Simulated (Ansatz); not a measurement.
The parent structure is Ag in the fcc (Cu type) structure (space group Fm-3m, No. 225; a = 4.054 Å; relaxed with 0.1 eV smearing). Axes: x, y, z lie along the cube axes.

Structures relaxed with Kohn–Sham DFT with the PBEsol functional, run in Ansatz (a quantum-chemistry and plane-wave program) with PAW and 420 eV plane waves, no spin-orbit coupling.

Base:

Simulated powder pattern, Cu Kα1, λ = 1.54056 Å (kinematic, ideal powder, no thermal factors, no anomalous dispersion; the 14 strongest lines at most, above 2 %, up to 2θ = 90°):

| 2θ (°) | I/Imax (%) | hkl |
|---|---|---|
| 38.43 | 100 | (111) |
| 44.67 | 48 | (200) |
| 65.02 | 30 | (220) |
| 78.13 | 34 | (311) |
| 82.33 | 10 | (222) |

Now apply this change: biaxial strain −1.25 %, plane normal [111], relaxed out of plane (Cartesian); in-plane vectors clamped, the third vector and the atoms free.

Question: Where do the lines fall after the change?

Answer: 
Simulated powder pattern, Cu Kα1, λ = 1.54056 Å (kinematic, ideal powder, no thermal factors, no anomalous dispersion; the 14 strongest lines at most, above 2 %, up to 2θ = 90°):

```
2θ (°)  I/Imax (%)       hkl
------  ----------  --------
38.01           35     (111)
38.83          100  (1 1 -1)
44.91           65     (200)
64.82           21     (220)
65.95           19  (2 0 -2)
77.68           12     (311)
78.73           23  (3 1 -1)
79.25           11  (1 1 -3)
81.28          3.6     (222)
83.35           10  (2 2 -2)
```

The indices refer to the base's conventional cell; one index is shown for lines that coincide. The space group is now R-3m (No. 166).

No phonon test of stability was made.
